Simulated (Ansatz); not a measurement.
Base system: Ir in the fcc (Cu type) structure (space group Fm-3m, No. 225; a = 3.846 Å; relaxed with 0.1 eV smearing). Axes: x, y, z lie along the cube axes.

Method: DFT with r2SCAN, PAW potentials and a 500 eV plane-wave cutoff in Ansatz (a quantum-chemistry and plane-wave program), no spin-orbit coupling, earlier PAW set.

For the base:

| Item | Result |
|---|---|
| Shortest interatomic distance | 2.719 Å |

One thing is altered: tensile biaxial strain of 4.79 % in the plane normal to [001], as in epitaxy on a mismatched substrate; the out-of-plane cell vector and the atoms relax.

Problem. Predict the new energy relative to the base and shortest interatomic distance.

Solution. The energy grows by 119 meV/atom; the shortest interatomic distance goes up by 0.0173 Å, from 2.719 Å to 2.737 Å.

Stability against distortions was not tested. All final runs are without spin polarisation.
